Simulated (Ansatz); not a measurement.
Strongest site found for several adsorbates on hcp Ru (0001).

These are PBE (plane waves to 420 eV, PAW; Ansatz, a quantum-chemistry and plane-wave program) values and carry that method's errors.

Counted are starts at which the adsorbate stayed whole and on top. Thin slabs; no dispersion, zero-point or thermal terms; negative values mean binding.

| adsorbate, area an adsorbate | reference | bonded to | E_ads (eV) | shortest bond to the host (Å) |
|---|---|---|---|---|
| NH3, 26 Å² | NH3(g) | Ru | -0.74 | ___ |
| Li, 6 Å² | an atom of bcc Li | 3 Ru | -0.52 | 2.68 |
| C, 13 Å² | an atom of graphite | 3 Ru | ___ | 1.89 |
| C, 26 Å² | an atom of graphite | 3 Ru | 0.27 | ___ |
| Sc, 26 Å² | an atom of hcp Sc | 3 Ru | ___ | 2.54 |
| S, 26 Å² | ⅛ S8(g) | 3 Ru | ___ | 2.32 |
| Si, 26 Å² | an atom of silicon | 3 Ru | -0.92 | 2.37 |
| S, 13 Å² | ⅛ S8(g) | 3 Ru | -2.04 | 2.30 |
| Cu, 26 Å² | an atom of fcc Cu | 3 Ru | 0.41 | 2.53 |

Problem. Some entries are withheld; supply them.

Solution. 
- NH3, 26 Å², shortest bond to the host (Å): 2.22
- C, 13 Å², E_ads (eV): 0.77
- C, 26 Å², shortest bond to the host (Å): 1.93
- Sc, 26 Å², E_ads (eV): -1.15
- S, 26 Å², E_ads (eV): -2.67
